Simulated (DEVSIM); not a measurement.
System: Al/Al2O3/n-Ge capacitor, at 300 K.

| layer (left to right) | material | thickness (nm) | Nd (cm⁻³) |
|---|---|---|---|
| 1 | Al2O3 | 3.00 | - |
| 2 | Ge | 660 | 8e17 |

Metal gate on the left, work function 4.1 eV. Fixed charge at the semiconductor interface 0 cm⁻² (in units of +e); no interface traps.

This is a model device: material constants are rounded textbook-type values typed into the input, and sizes, dopings and lifetimes were drawn at random. Values at 300 K.

| parameter | Al2O3 | Ge |
|---|---|---|
| gap (eV) | 6.8 | 0.664 |
| affinity (eV) | 1.35 | 4 |
| permittivity | 9 | 16 |
| Nc (cm⁻³) | - | 1.04e19 |
| Nv (cm⁻³) | - | 6e18 |

Model (solved in DEVSIM): 1D Poisson equation in equilibrium, Boltzmann statistics, complete ionisation; no quantum confinement or tunnelling. Metal contacts follow the ideal Schottky-Mott rule: no Fermi-level pinning, no interface dipoles.

The Al2O3 thickness was swept, all else fixed.

| Al2O3 thickness (μm) | threshold voltage (band bending 2φF) (V) | minimum of the low-frequency capacitance (μF/cm²) | capacitance of the dielectric stack (μF/cm²) |
|---|---|---|---|
| 0.0012 | -0.58 | 0.445 | 6.64 |
| 0.0017 | -0.61 | 0.430 | 4.69 |
| 0.0021 | -0.63 | 0.425 | 3.79 |
| 0.0026 | -0.66 | 0.410 | 3.06 |
| 0.003 | -0.68 | 0.404 | 2.66 |
| 0.0036 | -0.71 | 0.390 | 2.21 |

From the first row to the last the threshold voltage (band bending 2φF) goes from -0.58 to -0.71. From the first row to the last the minimum of the low-frequency capacitance goes from 0.445 to 0.390.
